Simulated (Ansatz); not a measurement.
AlN: response to strain

The reference is AlN in the zinc blende structure (space group F-43m, No. 216).

```yaml
crystal:
  lattice:
    - [0.00000, 2.17113, 2.17113]
    - [2.17113, 0.00000, 2.17113]
    - [2.17113, 2.17113, 0.00000]
  atoms:
    - { symbol: Al, position: [0.00000, 0.00000, 0.00000] }
    - { symbol: N, position: [0.25000, 0.25000, 0.25000] }
```

Cartesian axes are those of the cell as printed.

Strains are applied to the cell and any free atomic positions relax; under biaxial strain the out-of-plane vector relaxes too.

Method: DFT with LDA, PAW potentials and a 420 eV plane-wave cutoff in Ansatz (a quantum-chemistry and plane-wave program), no spin-orbit coupling.

```tsv
biaxial strain, plane normal [001], relaxed out of plane (%)	band gap (eV)
0	3.25
0.5	?
1	3.13
1.5	3.07
2	3.01
2.5	2.96
3	2.91
```

Question: Fit E_g = E₀ + Dε (ε in %) to the rows shown and predict the withheld row.

Answer: Least squares on the printed values gives E₀ = 3.25 eV, D = -114 meV per % of strain (largest residual 0.01 eV); this predicts 3.19 eV, and the run gives 3.19 eV, in agreement.

Stability against distortions was not tested. This is not the structure that AlN has at room temperature and ambient pressure.
